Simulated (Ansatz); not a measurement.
# CrCl3 (R-3, No. 148; cell taken from a computed entry)

Method: LDA (PAW; Ansatz, an electronic-structure program).

Settings: plane-wave cutoff 500 eV, 8×8×8 k mesh, gaussian smearing 0.02 eV, spin-polarised start, scalar-relativistic PAW data made under PBE.

Cell (relaxed at this level):

```yaml
crystal:
  lattice:
    - [2.91443, 1.68265, 5.54772]
    - [-2.91443, 1.68265, 5.54772]
    - [0.00000, -3.36529, 5.54772]
  atoms:
    - { symbol: Cr, position: [0.33357, 0.33357, 0.33357] }
    - { symbol: Cr, position: [0.66643, 0.66643, 0.66643] }
    - { symbol: Cl, position: [0.72659, 0.07769, 0.43117] }
    - { symbol: Cl, position: [0.27341, 0.92231, 0.56883] }
    - { symbol: Cl, position: [0.43117, 0.72659, 0.07769] }
    - { symbol: Cl, position: [0.56883, 0.27341, 0.92231] }
    - { symbol: Cl, position: [0.07769, 0.43117, 0.72659] }
    - { symbol: Cl, position: [0.92231, 0.56883, 0.27341] }
```

For CrCl3 (R-3, No. 148; cell taken from a computed entry), the band gap is 1.35 eV (on the SCF k mesh).

Note: the magnetic order was assumed, not searched for or taken from measurement; the relaxation could not lower the start's symmetry, so the cell can be a saddle point above a distorted one.

Computed values are for the static lattice.
